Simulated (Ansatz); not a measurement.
Base system: Si in the diamond structure (space group Fd-3m, No. 227; a = 5.444 Å).

The values are results of Kohn–Sham DFT with the r2SCAN functional, run in Ansatz (a program for electronic structure) with PAW and 500 eV plane waves, without spin-orbit coupling, not measurements.

Base values:

- Valley order = a point along ⟨100⟩, about 1.0 Å⁻¹ from Γ 0.78 eV; L along ⟨111⟩ 1.84 eV
- Width of the top valence band = 4.00 eV

The change: an isotropic linear strain of +0.50 %; the atoms relax in the strained cell.

Q: How does this affect the valley order and width of the top valence band?

A: The valley order (the lowest conduction-band minima on the path, energy above the VBM, named in the base's zone) becomes a point along ⟨100⟩, about 1.0 Å⁻¹ from Γ 0.80 eV; L along ⟨111⟩ 1.79 eV (base: a point along ⟨100⟩, about 1.0 Å⁻¹ from Γ 0.78 eV; L along ⟨111⟩ 1.84 eV); the width of the top valence band shrinks by 0.06 eV, from 4.00 eV to 3.94 eV.

The levels and masses belong to the bands next to the band gap. Whether these cells are dynamically stable was not tested.
